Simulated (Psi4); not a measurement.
Psi4 1.11, PBE0/def2-tzvp: tert-butyl chloride (CC(C)(C)Cl), 14 atoms. The geometry is a generated start, not checked to be a minimum at this level.

| Item | Result |
|---|---|
| task | energy |
| method | pbe0 |
| basis | def2-tzvp |
| memory | 3 GB |
| scf_type | df (default) |
| guess | auto, which took SAD (default) |
| diis_max_vecs | 10 (default) |
| scf_initial_accelerator | adiis (default) |
| e_convergence | 1e-06 (default) |
| d_convergence | 1e-06 (default) |
| dft_radial_points | 75 (default) |
| dft_spherical_points | 302 (default) |
| basis functions | 215 |
| grid points | 296237 |

Hardware: AMD EPYC (Zen 5), 96 cores on 1 socket, no SMT, 12 L3 cache groups.

Each set of copies ran two to five times on the otherwise empty node; times are medians from launch to the last exit. Unless noted, each process is bound to its own block of adjacent cores. The times hold for this build (conda-forge: OpenMP (LLVM), MKL, Libint2). Scratch files lie in a memory file system.

Ways to fill 96 cores (the node offers 329 GiB):
- 2 copies of 48 threads
- 24 copies of 4 threads
- 96 copies of 1 thread
- 12 copies of 8 threads
- 48 copies of 2 threads
- 4 copies of 24 threads
- 96 threads

### Question
Which packing maximises jobs per hour, and what does it cost in the time of one job?

### Answer
48 copies of 2 threads: 11000 jobs an hour; within 8 % of it: 96 copies of 1 thread. At the low end 96 threads gives 1000. One job is done soonest with 96 threads (3.4 s against 15 s).

```json
[
 {"way": "48 copies of 2 threads", "time till all copies end": "15 s", "jobs an hour": "11000", "memory in all, scratch files included": "91 GiB"},
 {"way": "96 copies of 1 thread", "time till all copies end": "31 s", "jobs an hour": "11000", "memory in all, scratch files included": "180 GiB"},
 {"way": "24 copies of 4 threads", "time till all copies end": "8.7 s", "jobs an hour": "10000", "memory in all, scratch files included": "46 GiB"},
 {"way": "12 copies of 8 threads", "time till all copies end": "5.3 s", "jobs an hour": "8200", "memory in all, scratch files included": "24 GiB"},
 {"way": "4 copies of 24 threads", "time till all copies end": "4.5 s", "jobs an hour": "3200", "memory in all, scratch files included": "8.5 GiB"},
 {"way": "2 copies of 48 threads", "time till all copies end": "3.8 s", "jobs an hour": "1900", "memory in all, scratch files included": "4.9 GiB"},
 {"way": "96 threads", "time till all copies end": "3.4 s", "jobs an hour": "1000", "memory in all, scratch files included": "3.4 GiB"}
]
```
